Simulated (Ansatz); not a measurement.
Bond-angle distributions (per cent of the angles at each element, bins of 10°) of a relaxed model of amorphous Ti$_{20}$O$_{45}$P$_{2}$ at 3.45 g/cm³. The numbers are results of PBE, scalar-relativistic without spin-orbit coupling (plane waves to 420 eV, PAW; Ansatz, a first-principles code), not measurements.

Preparation: random packing, a CHGNet melt and quench, and a DFT relaxation. O atoms were pushed apart under 1.9 Å during the dynamics, to hinder bonds among them. The hot cell started wider than the set density and was brought back towards it in steps. It is the lowest in DFT energy of 2 quenches. It is a model cell: composition and starting density were chosen by hand, and all elements were melted together. No dispersion term was used. Its density started from a set value of 3.45 and ended at 3.45 g/cm³. The simulated quench (nominally 360 K/ps over its main leg) is rapid and tends to freeze in more defects than a deposited or slowly cooled glass has. Values belong to this one cell and scatter from quench to quench. The volume was held where the preparation left it and the shape relaxed, at a PBE pressure of 0.4 GPa. On a 2×2×2 Γ-centred mesh force components of up to 0.21 eV/Å stay, since the relaxation ran on the zone centre alone.

Neighbours within Ti-Ti 3.12 Å, Ti-O 2.48 Å, Ti-P 2.74 Å, O-O 1.58 Å, O-P 2.08 Å, P-P 2.50 Å count as bonded. Two cations that share two anions don't count as bonded, nor two that share one unless they lie closer than Ti-Ti 3.04 Å, Ti-P 2.66 Å, P-P 2.29 Å.

```tsv
angle (°)	at Ti	at O
50-60	0	0
60-70	1	0
70-80	13	0
80-90	22	5
90-100	22	13
100-110	9	15
110-120	12	12
120-130	3	20
130-140	4	17
140-150	4	7
150-160	5	7
160-170	2	2
170-180	3	1
```

They go with these counts of neighbours within the cut-offs, cation contacts included: Ti mean 5.3, most often 5; O mean 2.5, most often 3.
